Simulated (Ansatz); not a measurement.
## CaF2 in the fluorite structure (space group Fm-3m, No. 225)

Space group Fm-3m (No. 225); a = b = c = 5.511 Å, α = β = γ = 90.00°

| atom | site | symmetry | x | y | z |
|---|---|---|---|---|---|
| Ca | 4a | m-3m | 0.0000 | 0.0000 | 0.0000 |
| F | 8c | -43m | 0.2500 | 0.2500 | 0.2500 |
(The calculation used a cell of 3 atoms; values per cell refer to that cell.)

Computed with PBE (Ansatz, a quantum-chemistry and plane-wave program, PAW, no spin-orbit coupling). Γ-centred 10×10×10 mesh, Fermi–Dirac width 0.05 eV.

| Item | Value |
|---|---|
| Volume per atom | 13.95 Å³ |
| Density | 3.10 g/cm³ |
| Band gap | 7.14 eV, indirect, X → Γ |
| Electron mass | 0.55 mₑ |
| Lowest conduction-band minima above the VBM | Γ 7.14 eV; X along ⟨100⟩ 8.05 eV |
| Total energy | -1146.604 eV/atom (σ→0; compares only within this code and set-up) |

Effective masses come from finite differences of ±0.01 Å⁻¹. Gaps are Kohn–Sham eigenvalue differences; semilocal functionals usually give less than the measured gap. No phonon test of stability was made.
